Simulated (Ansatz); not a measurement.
We consider TiAl (P-6m2, No. 187, 2 atoms in the cell; start mp-1217008; a measured phase of this formula has another space group), described by PBEsol in Ansatz (PAW).

Settings: plane-wave cutoff 520 eV, 24×24×12 k mesh (along the axes of the cell as run), Fermi–Dirac smearing 0.05 eV, no spin polarisation, scalar-relativistic PAW data made under PBE.

Cell (relaxed at this level):

```cif
data_AlTi
_chemical_formula_sum 'Ti1 Al1'
_space_group_name_H-M_alt 'P-6m2'
_space_group_IT_number 187
_space_group_name_Hall 'P -6 2'
_cell_length_a 2.84919
_cell_length_b 2.84919
_cell_length_c 4.61709
_cell_angle_alpha 90.000
_cell_angle_beta 90.000
_cell_angle_gamma 120.000
loop_
_atom_site_label
_atom_site_type_symbol
_atom_site_symmetry_multiplicity
_atom_site_Wyckoff_symbol
_atom_site_fract_x
_atom_site_fract_y
_atom_site_fract_z
_atom_site_occupancy
Ti1 Ti 1 a 0.00000 0.00000 0.00000 1
Al1 Al 1 d 0.33333 0.66667 0.50000 1
```

Q: What does this level give for the bulk modulus?

A: 
* **bulk modulus**: 110 GPa

Note: the run has no spin polarisation, so it can have missed a magnetic state; the bulk modulus is −V dP/dV from two relaxed cells at ±2 % in volume; the relaxation could not lower the start's symmetry, so the cell can be a saddle point above a distorted one.

Static lattice: no zero-point or thermal effects.

Cost on a shared machine: about 60 core-seconds (a rough figure).

A start named mp-… is a Materials Project structure, which need not be a measured phase.

Ansatz is a program for electronic structure.
